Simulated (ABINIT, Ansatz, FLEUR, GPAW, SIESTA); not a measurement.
## Al2CrB2Mo (Amm2, 6 atoms in the cell) computed with different codes at matched settings

Self-consistent single point.

```
CELL_PARAMETERS angstrom
      3.05892     0.00000     0.00000
      0.00000     1.56905     6.93578
      0.00000    -1.56905     6.93578
ATOMIC_POSITIONS crystal
  Al 0.50000 0.69302 0.69302
  Al 0.00000 0.30042 0.30042
  Cr 0.00000 0.08690 0.08690
  B  0.50000 0.53607 0.53607
  B  0.00000 0.47106 0.47106
  Mo 0.50000 0.91253 0.91253
```

All programs got the same cell, k-point mesh and kind of occupations (in Ansatz's words: kpoints.mp_grid.grid = 7 7 7; scf.occupations.method = fermi_dirac; scf.occupations.width = 0.1 eV); potentials, basis and cutoffs are each program's usual ones.

| code | model | pressure (GPa) | largest force (eV/Å) | k-points | cutoff |
|---|---|---|---|---|---|
| ABINIT | LDA (PW92), norm-conserving pseudopotentials (PseudoDojo nc-sr-04 LDA standard) | -10.57 | 0.321 | 64 | 47 Ha |
| GPAW | LDA (Perdew-Wang 92), GPAW PAW datasets LDA (gpaw-data 1.0.1) | – | 0.442 | 64 | 900 eV |
| FLEUR | LDA (Perdew-Zunger), all-electron FLAPW (FLEUR), scalar-relativistic valence | – | 0.355 | 64 | Kmax 4.2 1/bohr |
| Ansatz | LDA (PW92), PAW files made with PBE | -10.53 | 0.368 | 64 | default |
| SIESTA | LDA PW92, numerical atomic orbitals DZP, PseudoDojo LDA standard norm-conserving potentials (rewritten from UPF to PSML) | -10.13 | 0.302 | 172 | grid 400 Ry |

Size of the force on each atom (eV/Å): Sizes of forces hide their directions.

```
code      Al1    Al2    Cr3     B4     B5    Mo6
------  -----  -----  -----  -----  -----  -----
ABINIT  0.203  0.136  0.271  0.124  0.141  0.321
GPAW    0.229  0.148  0.305  0.203  0.144  0.442
FLEUR   0.205  0.131  0.284  0.142  0.145  0.355
Ansatz  0.220  0.149  0.297  0.150  0.150  0.368
SIESTA  0.205  0.144  0.221  0.009  0.028  0.302
```

A dash marks a value that a program does not give, or that is left out as unsure.

The spread over the programs that give each value: pressure within 0.44 GPa; largest force within 0.140 eV/Å.

The starting cell comes from a database of computed structures (which also holds hypothetical and non-ambient phases and stackings), without a prior relaxation at this level. On Ansatz's run: Spin polarisation is off. In the base run, with a pressure of about -10 GPa the cell is away from its equilibrium volume at this level.

Why do the programs differ, and what cannot be compared?

Differences of this kind can come from the potentials, where these differ, and from what each basis and cutoff leave unconverged. The valence holds different numbers of electrons (ABINIT 40, GPAW 32, FLEUR 40, Ansatz (a program for electronic structure) 40, SIESTA 40). The zero of total energies and Fermi levels follows the potentials and each program's conventions, so they are not compared here. SIESTA uses small atom-centred bases, whose incompleteness enters pressures, forces and empty levels differently from a plane-wave cutoff. FLEUR treats all electrons, but the usual bases taken here (sphere radii, linearisation, local orbitals, empty states) were not tested for convergence, so the values are no reference for the others. Ansatz's pressure is given at a fixed set of plane waves, as the other plane-wave codes print theirs; with its correction for the finite basis it is -10.46 GPa. The pressure of GPAW is left out: its cutoff lies under the one at which its stress was checked. The programs reduce the same mesh by symmetry to different extents, which changes the work and not the result. In the force vectors, SIESTA (by 0.173) lies more than 0.08 eV/Å from the median of the plane-wave programs.

Left out of this page: Quantum ESPRESSO (failed or unconverged); Elk (not drawn, or without a comparable value).

Keys are those of Ansatz 0.2.
